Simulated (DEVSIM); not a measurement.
System: Cr/SiO2/p-Ge capacitor, at 300 K.

```
layer (left to right)  material  thickness (nm)  Na (cm⁻³)
---------------------  --------  --------------  ---------
1                          SiO2            11.0          -
2                            Ge            4700     1.6e16
```

Metal gate on the left, work function 4.5 eV. Fixed charge at the semiconductor interface 1.7e10 cm⁻² (in units of +e); interface traps 1.6e11 cm⁻² eV⁻¹, uniform in energy, neutral level at 0.3 of the gap above the valence band.

The device is made up for the run: typed textbook-type constants, with dimensions and the other settings drawn at random. Values at 300 K.

```tsv
parameter	SiO2	Ge
gap (eV)	9	0.664
affinity (eV)	0.9	4
permittivity	3.9	16
Nc (cm⁻³)	-	1.04e19
Nv (cm⁻³)	-	6e18
```

DEVSIM, 1D Poisson equation in equilibrium, Boltzmann statistics, complete ionisation; no quantum confinement or tunnelling. Metal contacts follow the ideal Schottky-Mott rule: no Fermi-level pinning, no interface dipoles.

### Question
Tabulate band edges, carrier densities and field at 0.4 V on the gate.

### Answer
Energies count from the Fermi level of the right contact; mesh points crowd at the junctions.

```csv
x (μm),Ec (eV),Ev (eV),n (cm⁻³),p (cm⁻³),field (V/cm)
0.000,3.200,-5.800,< 1e2,< 1e2,130000
0.001401,3.218,-5.782,< 1e2,< 1e2,130000
0.003980,3.252,-5.748,< 1e2,< 1e2,130000
0.007798,3.302,-5.698,< 1e2,< 1e2,130000
0.01054,3.337,-5.663,< 1e2,< 1e2,130000
0.01171,0.245,-0.419,7.9e14,5.6e11,30000
0.01405,0.252,-0.412,6.0e14,7.2e11,29000
0.02271,0.277,-0.387,2.3e14,1.9e12,27000
0.03986,0.321,-0.343,4.2e13,1.0e13,24000
0.07987,0.404,-0.260,1.7e12,2.6e14,17000
0.1678,0.493,-0.171,5.5e10,7.9e15,4300
0.4930,0.511,-0.153,2.7e10,1.6e16,≈ 0
1.137,0.511,-0.153,2.7e10,1.6e16,≈ 0
2.588,0.511,-0.153,2.7e10,1.6e16,≈ 0
4.018,0.511,-0.153,2.7e10,1.6e16,≈ 0
4.404,0.511,-0.153,2.7e10,1.6e16,≈ 0
4.580,0.511,-0.153,2.7e10,1.6e16,≈ 0
4.656,0.511,-0.153,2.7e10,1.6e16,≈ 0
4.694,0.511,-0.153,2.7e10,1.6e16,≈ 0
4.704,0.511,-0.153,2.7e10,1.6e16,≈ 0
4.709,0.511,-0.153,2.7e10,1.6e16,≈ 0
4.711,0.511,-0.153,2.7e10,1.6e16,≈ 0
```
